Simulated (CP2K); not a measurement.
## CP2K run on Pt (Fm-3m, 1 atom in the cell): self-consistent single point

Computed with PBEsol, GPW, DZVP-MOLOPT-PBE-GTH basis, GTH-PBE potentials (POTENTIAL_UZH) (CP2K 2026.2).

Input:

```
&GLOBAL
  PROJECT pt
  RUN_TYPE ENERGY_FORCE
  PRINT_LEVEL MEDIUM
&END GLOBAL
&FORCE_EVAL
  METHOD Quickstep
  STRESS_TENSOR ANALYTICAL
  &DFT
    BASIS_SET_FILE_NAME BASIS_MOLOPT_UZH
    POTENTIAL_FILE_NAME POTENTIAL_UZH
    &QS
      METHOD GPW
      EPS_DEFAULT 1E-10
    &END QS
    &MGRID
      CUTOFF 500
      REL_CUTOFF 50
      NGRIDS 5
    &END MGRID
    &SCF
      SCF_GUESS ATOMIC
      EPS_SCF 1E-6
      MAX_SCF 100
      ADDED_MOS 4
      &DIAGONALIZATION
        ALGORITHM STANDARD
      &END DIAGONALIZATION
      &MIXING
        METHOD BROYDEN_MIXING
        ALPHA 0.2
        NBUFFER 12
        BETA 1
      &END MIXING
      &SMEAR ON
        METHOD GAUSSIAN
        SIGMA [eV] 0.1
      &END SMEAR
    &END SCF
    &KPOINTS
      SCHEME MONKHORST-PACK 7 7 7
    &END KPOINTS
    &XC
      &XC_FUNCTIONAL
        &PBE
          PARAMETRIZATION PBESOL
        &END PBE
      &END XC_FUNCTIONAL
    &END XC
    &PRINT
      &MO
        EIGENVALUES T
        OCCUPATION_NUMBERS T
        NDIGITS 8
        FILENAME mo
        &EACH
          QS_SCF 0
        &END EACH
        ADD_LAST NUMERIC
      &END MO
      &MULLIKEN ON
      &END MULLIKEN
    &END PRINT
  &END DFT
  &SUBSYS
    &CELL
      A 2.76354300 0.00000000 0.00000000
      B 1.38177200 2.39329800 0.00000000
      C 1.38177200 0.79776600 2.25642300
      PERIODIC XYZ
    &END CELL
    &COORD
      Pt       0.00000000     0.00000000     0.00000000
    &END COORD
    &KIND Pt
      BASIS_SET DZVP-MOLOPT-PBE-GTH-q18
      POTENTIAL GTH-PBE-q18
    &END KIND
  &END SUBSYS
  &PRINT
    &FORCES ON
    &END FORCES
    &STRESS_TENSOR ON
    &END STRESS_TENSOR
  &END PRINT
&END FORCE_EVAL
```

Output (repeated stretches shortened):

```
 GLOBAL| Method name                                                        CP2K
 GLOBAL| Project name                                                         pt
 GLOBAL| Run type                                                   ENERGY_FORCE

 CELL| Volume [angstrom^3]:                                            14.923941
 CELL| Vector a [angstrom]:       2.764     0.000     0.000   |a| =     2.763543
 CELL| Vector b [angstrom]:       1.382     2.393     0.000   |b| =     2.763543
 CELL| Vector c [angstrom]:       1.382     0.798     2.256   |c| =     2.763543
 CELL| Angle (b,c), alpha [degree]:                                    59.999991
 CELL| Angle (a,c), beta  [degree]:                                    59.999986
 CELL| Angle (a,b), gamma [degree]:                                    59.999986
 CELL| Numerically orthorhombic:                                              NO
 CELL| Periodicity                                                           XYZ

 DFT| Spin restricted Kohn-Sham (RKS) calculation                            RKS
 DFT| Multiplicity                                                             1
 DFT| Number of spin states                                                    1
 DFT| Charge                                                                   0
 DFT| XC density smoothing                                                  NONE
 DFT| XC derivatives                                                          PW

 QS| Method:                                                                 GPW
 QS| Density plane wave grid type                        NON-SPHERICAL FULLSPACE
 QS| Number of grid levels:                                                    5
 QS| Density cutoff [a.u.]:                                                250.0
 QS| Multi grid cutoff [a.u.]: 1) grid level                               250.0
   [... lines left out ...]
 BRILLOUIN| Wavefunction type                                            COMPLEX
 BRILLOUIN| List of Kpoints [2 Pi/Bohr]                                      172
 BRILLOUIN| Number           Weight            X              Y              Z
 BRILLOUIN|     1           0.00583       -0.42857       -0.42857       -0.42857
 BRILLOUIN|     2           0.00583       -0.42857       -0.42857       -0.28571
 BRILLOUIN|     3           0.00583       -0.42857       -0.42857       -0.14286
   [... 169 lines left out ...]
 *******************************************************************************

 Extrapolation method: initial_guess

 Re-scaling the density matrix to get the right number of electrons
                  # Electrons              Trace(P)               Scaling factor
                           18                18.000                        1.000

 Number of electrons:                                                         18
 Number of occupied orbitals:                                                  9
 Number of molecular orbitals:                                                13

 Number of orbital functions:                                                 26
 Number of independent orbital functions:                                     26
 SCF WAVEFUNCTION OPTIMIZATION

  Step     Update method      Time    Convergence         Total energy    Change
     1 NoMix/Diag. 0.20E+00      -     0.27922393      -120.4465146851 -1.20E+02
     2 Broy./Diag. 0.20E+00      -     0.14238738      -121.3652107784 -9.19E-01
     3 Broy./Diag. 0.20E+00      -     0.39173913      -120.6258861831  7.39E-01
     4 Broy./Diag. 0.20E+00      -     0.04487811      -120.0341507255  5.92E-01
     5 Broy./Diag. 0.20E+00      -     0.01177701      -120.1031820896 -6.90E-02
     6 Broy./Diag. 0.20E+00      -     0.00599235      -120.0761459160  2.70E-02
     7 Broy./Diag. 0.20E+00      -     0.00021462      -120.0860133038 -9.87E-03
     8 Broy./Diag. 0.20E+00      -     0.00100463      -120.0867545211 -7.41E-04
     9 Broy./Diag. 0.20E+00      -     0.00006233      -120.0884671838 -1.71E-03
    10 Broy./Diag. 0.20E+00      -     0.00010834      -120.0885488912 -8.17E-05
    11 Broy./Diag. 0.20E+00      -     0.00000543      -120.0887737345 -2.25E-04
    12 Broy./Diag. 0.20E+00      -     0.00000790      -120.0887775626 -3.83E-06
    13 Broy./Diag. 0.20E+00      -     0.00000063      -120.0887899943 -1.24E-05
  *** SCF run converged in    13 steps ***

  Electronic density on regular grids:        -18.0000000015       -0.0000000015
  Core density on regular grids:               17.9999999989       -0.0000000011
  Total charge density on r-space grids:       -0.0000000026
  Total charge density g-space grids:          -0.0000000026

  Overlap energy of the core charge distribution:               0.00000000005805
  Self energy of the core charge distribution:               -182.71032952616147
  Core Hamiltonian energy:                                     40.64579115958023
  Hartree energy:                                              33.60176054955635
  Exchange-correlation energy:                                -11.62546550247803
  Smearing free energy correction:                             -0.00054667463894
  Fermi energy:                                                 0.60592188356187

  Total energy:                                              -120.08878999432818
  Total energy (extrapolated to sigma->0):                   -120.08851665700871

                     Mulliken Population Analysis

 #  Atom  Element  Kind  Atomic population                           Net charge
       1     Pt       1         18.000000                              0.000000
 # Total charge                             18.000000                  0.000000

 ENERGY| Total FORCE_EVAL ( QS ) energy [hartree]           -120.088789510083217

 FORCES| Atomic forces [hartree/bohr]
 FORCES|   Atom     x               y               z               |f|
 FORCES|      1 -3.51057326E-13  8.67311231E-14  1.22915812E-13   3.81931709E-13
 FORCES| Sum    -3.51057326E-13  8.67311231E-14  1.22915812E-13
 FORCES| Total atomic force                                       3.81931709E-13

 STRESS| Analytical stress tensor [bar]
 STRESS|                        x                   y                   z
 STRESS|      x        5.98232011983E+04  -3.81452053284E-02  -2.69727416357E-02
 STRESS|      y       -3.81452053284E-02   5.98231123556E+04  -2.00726380752E-01
 STRESS|      z       -2.69727416357E-02  -2.00726380752E-01   5.98232300731E+04
 STRESS| 1/3 Trace                                             5.98231812090E+04
```

The run converged in 13 iterations.

The starting cell has typed, rounded lattice constants, without a prior relaxation at this level. Its lattice was rescaled by up to half a per cent. Spin polarisation is off. Values carry the incompleteness of an atom-centred basis. The potentials were made for another functional than the one used. With a pressure of about 6 GPa the cell is away from its equilibrium volume at this level.

Cost on one core of a shared machine: roughly 80 s.
